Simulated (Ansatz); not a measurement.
**L1₀ (CuAu-type) TiAl, c axis length**

Reference value: 4.077 Å (measured, temperature not stated, no zero-point or thermal correction; as tabulated in Zope and Mishin (2003), arXiv:cond-mat/0306298).

| level (code) | value (Å) | difference (%) |
|---|---|---|
| PBE (Ansatz) | 4.074 | -0.07 |
| PBEsol-D3(BJ) (Ansatz) | 3.984 | -2.28 |
| r²SCAN (Ansatz) | 4.062 | -0.37 |
| r²SCANh (Ansatz) | 4.074 | -0.07 |
| Hartree–Fock (Ansatz) | 4.312 | +5.76 |

The reference's temperature isn't stated, so close values are not ranked against it. Off by more than 1.75 %, or 2.45 % on the side where a correction would as a rule narrow the miss (bounds picked here): Hartree–Fock (+5.76 %).

The measured value isn't corrected to a static lattice, so vibrations enter the comparison. The crystal itself was run without spin with PBE, PBEsol-D3(BJ), r²SCAN, r²SCANh, Hartree–Fock; a magnetic state was not tried in these runs. r²SCANh, Hartree–Fock: the run has no spin polarisation, so it can have missed a magnetic state. Cutoffs and k meshes differ between the levels. Ansatz's density-functional and Hartree–Fock values are scalar-relativistic unless marked +SOC, with PAW data made under PBE.

Differences are worked out from the printed values.

Ansatz is an electronic-structure program.
